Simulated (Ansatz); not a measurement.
Ag (model structure, P6/mmm, No. 191, 7 atoms in the cell) was calculated with PBEsol in Ansatz (PAW).

Output (set-up and result lines):

```
Relaxation: its limit of steps is 80 (relax.max_steps)
Crystal: 7 atoms, lattice volume = 120.815 Å³
Basis set: ecut = 520 eV, 3283 PW (Γ), exchange–correlation on 80×80×80 points (8 copies of the dense FFT grid, shifted against one another)
Bands: 80, of which v1, the nominal top of the filled ones, is band 67 counted from 1 (66 counted from 0)
Symmetry: 24 space group operations
Space group: P6/mmm (ITA 191), of the structure as read, at distance tolerance 4.9e-5 Å
k-points: 133 of 1728
Functional: x = pbesol(κ = 0.804, μ = 0.12345679012345678), c = pbesol(β = 0.046)
SCF iter   1: F=—  HF=-52654.646223 eV  |F-HF|=—  |Δ(HF+E_count)|=         —  Δρ=9.21e-3  dr2=9.25e-2
SCF iter   2: F=—  HF=-52654.622347 eV  |F-HF|=—  |Δ(HF+E_count)|=   2.39e-2  Δρ=2.37e-3  dr2=6.29e-3
  ...
SCF 1 converged in 7 iterations: F = -52654.620503 eV  dr2 = 4.53e-8
Crystal: 7 atoms, lattice volume = 120.815 Å³
Initial density: handed on by an earlier stage of this run
SCF 2 converged in 4 iterations: F = -52654.620559 eV  dr2 = 4.06e-8
Crystal: 7 atoms, lattice volume = 120.815 Å³
SCF 3 converged in 3 iterations: F = -52654.620572 eV  dr2 = 7.65e-9
Crystal: 7 atoms, lattice volume = 120.815 Å³
SCF iter   5: F=—  HF=-52654.620572 eV  |F-HF|=—  |Δ(HF+E_count)|=  2.18e-11  Δρ=6.77e-8  dr2=1.32e-11
SCF iter   6: F=-52654.620572 eV  HF=-52654.620572 eV  |F-HF|=7.28e-12  |Δ(HF+E_count)|=    0.00e0  Δρ=4.40e-8  dr2=1.99e-12
SCF 4 converged in 6 iterations: F = -52654.620572 eV  dr2 = 1.99e-12
SCF converged after 6 iterations
Free energy (F): -52654.620572 eV
Internal energy: -52654.606350 eV  (E = F + TS)
E sigma→0 (E₀):  -52654.613461 eV
Fermi energy:    16.975388 eV
--- Forces (eV/Å), atoms counted from 1 ---
  atom   1  Ag     0.00000000     0.00000000    -0.00005173
  atom   2  Ag     0.00000000     0.00000000     0.00005173
  atom   3  Ag     0.00000000    -0.00000000     0.00000000
  atom   4  Ag    -0.00000000     0.00000000     0.00000000
  atom   5  Ag    -0.00000000     0.00000000     0.00000000
  atom   6  Ag    -0.00000000    -0.00000000     0.00000000
  atom   7  Ag    -0.00000000     0.00000000     0.00000000
--- Stress (GPa, compression-positive) ---
        2.244177       0.000000       0.000000
       -0.000000       2.244177       0.000000
        0.000000       0.000000       2.247588
  P = ⅓ Tr σ = 2.2453 GPa (22.453 kbar)
```

Question: Write an input file that could have produced this run (the log leaves some choices open).

Answer: This is not unique; one that fits is 
Ansatz 0.2 input:
```yaml
crystal:
  lattice:
    - [5.2264604235, 0.0000002911, 0.0]
    - [-2.6132304638, 4.526247353, 0.0]
    - [0.0, 0.0, 5.1071238603]
  atoms:
    - { symbol: Ag, position: [0.0, 0.0, 0.2529629711] }
    - { symbol: Ag, position: [0.0, 0.0, 0.7470370289] }
    - { symbol: Ag, position: [0.3333333333, 0.6666666667, 0.5] }
    - { symbol: Ag, position: [0.6666666667, 0.3333333333, 0.5] }
    - { symbol: Ag, position: [0.0, 0.5, 0.0] }
    - { symbol: Ag, position: [0.5, 0.0, 0.0] }
    - { symbol: Ag, position: [0.5, 0.5, 0.0] }
basis:
  ecutwfc: 520
  ecutrho_ratio: 4
  xc_grid: 2
kpoints:
  mp_grid: { grid: [12, 12, 12] }
hamiltonian:
  xc: pbesol
  dispersion: none
  pseudopotentials: { kind: paw }
scf:
  occupations: { method: fermi_dirac, width: 0.05 }
output:
  forces: true
  stress: true
  eigenvalues: true
relax:
  f_tol: 0.004
  escape_saddle: false
  max_steps: 80
  cell: { stress_tol: 0.02, fix: [volume] }
```

The cell is one volume of an energy–volume scan, off the minimum.

The PAW data were made under PBE.

Note: the relaxation could raise the start's symmetry but not lower it, so the cell can be a saddle point.

A model structure was made by putting elements into a prototype or built by hand; it is no filed structure, need not be a known phase, and can be a saddle point held by its symmetry.

Ansatz is an electronic-structure program.
